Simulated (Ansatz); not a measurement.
The starting structures come from a database of crystals and need not be the phases stable at ambient conditions.

 Where the default PAW files enter, the runs use the earlier of Ansatz's two default sets.

Input:

```xyz
4
Lattice="4.6758 0.0000 0.0000 0.0000 7.6369 0.0000 2.2923 0.0000 4.0753" Properties=species:S:1:pos:R:3 pbc="T T T"
Cd     5.9122     0.0013     3.4578
Cd     1.0559     3.8197     0.6175
Te     1.2695     0.9533     0.7425
Te     5.6986     4.7718     3.3328
```

Space group of this cell: Cmc2_1. The cell is taken as given; by r2SCAN its mean pressure is -1.2 GPa.

Level of theory: r2SCAN (plane waves, PAW; Ansatz, a first-principles code).

The current runs along the normal of the first two printed vectors; no spin-orbit coupling. Scaled by the factor s: all lengths (ions clamped). The meshes follow the cell: 8×4×8 and 8×4 across at s = 0.98, 8×4×8 and 6×4 across at s = 1.00, 8×4×8 and 6×4 across at s = 1.02.

```csv
s,mean pressure (GPa),slowest mid-gap decay constant κ (1/Å)
0.98,1.2,?
1.00,-1.2,0.079
1.02,-3.0,0.068
```

Task: Take the slope of the slowest mid-gap decay constant κ against ln s from the two given rows, extrapolate to s = 0.98, and say what the run there gives.

Result: Slope = (0.068 − 0.079) / ln 1.02 = -0.555 1/Å. The line gives 0.079 + (-0.555) × ln 0.98 = 0.090 1/Å. The run gives 0.090 1/Å, as the line does.
